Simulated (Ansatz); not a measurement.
Consider PbTe in the rock salt structure (space group Fm-3m, No. 225; a = 6.442 Å).

Levels (all Ansatz, an electronic-structure program, PAW): PBEsol (420 eV, no spin-orbit coupling); HSE06 (420 eV, no SOC).

Its gap is 0.65 eV with PBEsol and 1.09 eV with HSE06.

It is then changed as follows: every lattice vector is stretched by 5.59 %; the atoms relax in the strained cell.

With PBEsol the gap becomes 0.92 eV.

### Question
If the HSE06 correction stayed the same, what would the HSE06 gap be, and what does the HSE06 run give?

### Answer
A rigid correction of +0.44 eV gives 1.36 eV. The HSE06 run gives 1.42 eV, so the correction itself changes by +0.06 eV.

Single points use the geometry relaxed with PBEsol. HSE06 was sampled on its mesh, a few special points and the semilocal edge points, so its gap is an upper bound. Spin-orbit coupling, missing from the scalar runs, can matter with Pb and Te. Whether these cells are dynamically stable was not tested.
